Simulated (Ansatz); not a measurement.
**MoSi2 with two functionals, biaxial strain −2.32 %, plane normal [001], relaxed out of plane**

Take MoSi₂ (space group I4/mmm, No. 139; a = 3.2169 Å, c = 7.8748 Å; relaxed with 0.1 eV smearing) as the base. Axes: x, y, z lie along a, b, c of the conventional cell.

(Cell as relaxed with PBE.)

Levels (all Ansatz, a first-principles code, PAW, earlier PAW set): PBE (420 eV, without spin-orbit coupling); PBEsol (420 eV, no SOC).

Each level relaxes its own structure.

```csv
base,PBE,PBEsol
volume per atom,13.58 Å³,13.27 Å³
lattice parameter a,3.217 Å,3.190 Å
band gap,zero,zero
```

Now apply this change: biaxial strain −2.32 %, plane normal [001], relaxed out of plane (Cartesian); in-plane vectors clamped, the third vector and the atoms free.

| quantity | PBE | PBEsol |
|---|---|---|
| shortest interatomic distance | 2.582 Å | … |
| pressure (mean of the normal stresses, compression positive) | 7.9 GPa | … |
| out-of-plane strain | +0.95 % | … |

Task: Predict the PBEsol column.

Result: 
- shortest interatomic distance, PBEsol: 2.562 Å
- pressure (mean of the normal stresses, compression positive), PBEsol: 8.4 GPa
- out-of-plane strain, PBEsol: +0.97 %

PBE's shortest interatomic distance lies 0.020 Å above PBEsol's (0.8 %); PBE's pressure lies 0.5 GPa below PBEsol's. Neither level is exact; PBEsol is the comparison here, not a measurement.

Stability against distortions was not tested. All final runs are without spin polarisation.
